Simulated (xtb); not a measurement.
xtb 6.7.1, GFN2-xTB: Sb(Me)(OMe)2 (C[O][Sb]([CH3])[O]C), 15 atoms. The geometry is a generated start, not checked to be a minimum at this level.

method: GFN2-xTB
--acc: 1 (default)
--etemp (K): 300 (default)
detailed input (--input): none: ANC optimiser, Lindh (1995) Hessian, microcycle=20, maxdispl=1.0, hlow=0.01 (default)
basis functions: 39
valence electrons: 38

```xyz
15

Sb    -0.8641     0.2030     1.0616
C     -2.5422    -0.2546    -0.2134
H     -2.6194    -1.3315    -0.3059
H     -2.3342     0.1914    -1.1783
H     -3.4588     0.1526     0.1962
O      0.1813    -1.2411     0.1305
C      1.4198    -1.6710     0.6127
H      1.3139    -2.2776     1.5173
H      1.8632    -2.2895    -0.1705
H      2.1040    -0.8431     0.8260
O     -0.3087     1.6621    -0.2101
C      1.0427     1.8706    -0.4954
H      1.5002     0.9812    -0.9348
H      1.0860     2.6806    -1.2249
H      1.6162     2.1668     0.3891
```

The structure is relaxed from this start with --opt LEVEL for the levels crude, sloppy, loose, lax, normal, tight, vtight, extreme, once each. Up to the end of the extreme run atoms move by at most 0.72 Å along an axis.

### Question
What is the loosest level that ends within 5 meV of the extreme run, and how many cycles does it take?

### Answer
normal: 27 cycles against 93, ending 0.95 meV above.

| level | cycles | energy above the extreme run (meV) | gradient norm (eV/Å) |
|---|---|---|---|
| crude | 1 | 22 | 0.079 |
| sloppy | 1 | 22 | 0.079 |
| loose | 1 | 22 | 0.079 |
| lax | 1 | 22 | 0.079 |
| normal | 27 | 0.95 | 0.039 |
| tight | 34 | 0.49 | 0.013 |
| vtight | 41 | 0.44 | 0.0032 |
| extreme | 93 | — | 0.0014 |
